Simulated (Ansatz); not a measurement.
L1₀ (CuAu-type) TiAl was calculated with r²SCAN-D4 in Ansatz (PAW).

Run with plane-wave cutoff 500 eV, 20×20×14 k mesh (along the axes of the cell as run), Fermi–Dirac smearing 0.1 eV, no spin polarisation, scalar-relativistic PAW data made under PBE.

Computed at the level's own relaxed cell.

**Question.** Predict the volume per atom, equilibrium lattice constant a and lattice parameter c.

**Answer.** 
* **volume per atom**: 15.95 Å³/atom
* **equilibrium lattice constant a**: 2.806 Å
* **lattice parameter c**: 4.050 Å

Measured, for comparison: lattice constant a 2.826 Å (temperature not stated, no zero-point or thermal correction, P4/mmm two-atom cell, a_fct/√2; as tabulated in Zope and Mishin (2003), arXiv:cond-mat/0306298); lattice parameter c 4.077 Å (temperature not stated, no zero-point or thermal correction; as tabulated in Zope and Mishin (2003), arXiv:cond-mat/0306298). Computed (rounded) less measured: lattice constant a -0.7 %, lattice parameter c -0.7 %. A static lattice is as a rule a little smaller and stiffer than an uncorrected measurement, which narrows the difference in the lattice constant a, lattice parameter c and would widen misses of the other sign.

Static lattice: no zero-point or thermal effects.

Cost on a shared machine: around 110 core-seconds (rough).

Ansatz is a program for electronic structure.
